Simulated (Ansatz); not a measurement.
Cost and result by functional for the surface energy of the (10-13) surface of hcp Be in its 1x1 cell, outermost plane spacing 0.17 Å in the ideal cut, in Ansatz (plane waves, PAW). Single points on the PBE structure, on one kind of machine; costs are rough ratios of the slab run's core time (references not counted) to the cheapest single point. r2SCAN's cost holds its higher cutoff (500 against 420 eV). Differences are taken against r2SCAN for comparison alone: no measured value is at hand, so the table doesn't rank accuracy.

Slab: 22 atoms, 10.3 Å thick at the start (thin: gaps and levels are the slab's own); k 17x6x1, smearing 0.1 eV, dipole-corrected; all atoms relaxed; held to the part of the start's symmetry that mesh and held atoms allow; no spin, no spin-orbit, no U. These notes are the PBE run's.

```tsv
functional	relative cost	surface energy (J/m²)	less r2SCAN (J/m²)
LDA	1	2.75	0.18
RPBE	1	2.34	-0.24
PBEsol	1	2.66	0.08
r2SCAN	2	2.57	0.00
PBE (the relaxed run's value)	–	2.49	-0.09
```

The values span 0.41 J/m², while the single points' costs differ by a factor of roughly 2. Differences are of unrounded values.

Ansatz is an electronic-structure program.
